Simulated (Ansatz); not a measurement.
# KTaO3: response to strain

Start from KTaO3 in the cubic perovskite structure (space group Pm-3m, No. 221; a = 3.9520 Å). Axes: x, y, z lie along the cube axes.

Strains are applied to the cell and any free atomic positions relax.

All numbers come from LDA/PAW in Ansatz (a quantum-chemistry and plane-wave program), spin-orbit coupling left out.

Notes on the quantities. pressure: mean of the normal stresses, compression positive.

```
change                          band gap  volume per atom  smallest direct gap   pressure
------------------------------  --------  ---------------  -------------------  ---------
base                             2.13 eV         12.34 Å³              2.73 eV  -0.01 GPa
uniaxial strain ε_zz = +0.60 %   2.11 eV         12.42 Å³              2.71 eV  -1.28 GPa
uniaxial strain ε_zz = +1.20 %   2.09 eV         12.49 Å³              2.70 eV  -2.49 GPa
uniaxial strain ε_zz = +1.80 %   2.08 eV         12.57 Å³              2.68 eV  -3.62 GPa
uniaxial strain ε_zz = +2.40 %   2.06 eV         12.64 Å³              2.66 eV  -4.70 GPa
```

Spin-orbit coupling, missing from the scalar runs, can matter with Ta. Stability against distortions was not tested.
